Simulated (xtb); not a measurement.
xtb 6.7.1, GFN1-xTB: W(CO)6 anion, charge -1, multiplicity 2, 13 atoms. The geometry is a generated start, not checked to be a minimum at this level.

```
Item                                                                                                           Result
------------------------  -------------------------------------------------------------------------------------------
method                                                                                                       GFN1-xTB
--acc                                                                                                     1 (default)
--etemp (K)                                                                                             300 (default)
detailed input (--input)  none: ANC optimiser, Lindh (1995) Hessian, microcycle=20, maxdispl=1.0, hlow=0.01 (default)
basis functions                                                                                                    58
valence electrons                                                                                                  67
```

```xyz
13

W     -0.0008    -0.0010     0.0010
O     -1.4424     2.1210    -1.8220
C     -0.9204     1.3556    -1.1632
O      1.7996     2.2663     1.2345
C      1.1480     1.4483     0.7890
O      2.1509    -0.4686    -2.2475
C      1.3726    -0.3025    -1.4357
O     -2.1494     0.4897     2.2477
C     -1.3733     0.3081     1.4372
O     -1.7904    -2.2744    -1.2376
C     -1.1459    -1.4527    -0.7886
O      1.4350    -2.1298     1.8208
C      0.9165    -1.3601     1.1643
```

Charge -1 and multiplicity 2 are set for this test and not shown to be the ground state. GFN-xTB has no spin term: --uhf 1 sets the occupations alone.

The structure is relaxed from this start with --opt LEVEL for the levels crude, sloppy, loose, lax, normal, tight, vtight, extreme, once each. Up to the end of the extreme run atoms move by at most 0.34 Å along an axis.

Problem. What is the loosest level that ends within 1 meV of the extreme run, and how many cycles does it take?

Solution. lax: 34 cycles against 61, ending 0.62 meV above.

| level | cycles | energy above the extreme run (meV) | gradient norm (eV/Å) |
|---|---|---|---|
| crude | 3 | 84 | 0.14 |
| sloppy | 3 | 84 | 0.14 |
| loose | 3 | 84 | 0.14 |
| lax | 34 | 0.62 | 0.080 |
| normal | 35 | 0.53 | 0.034 |
| tight | 42 | under 0.01 | 0.014 |
| vtight | 43 | under 0.01 | 0.0048 |
| extreme | 61 | — | 0.00029 |
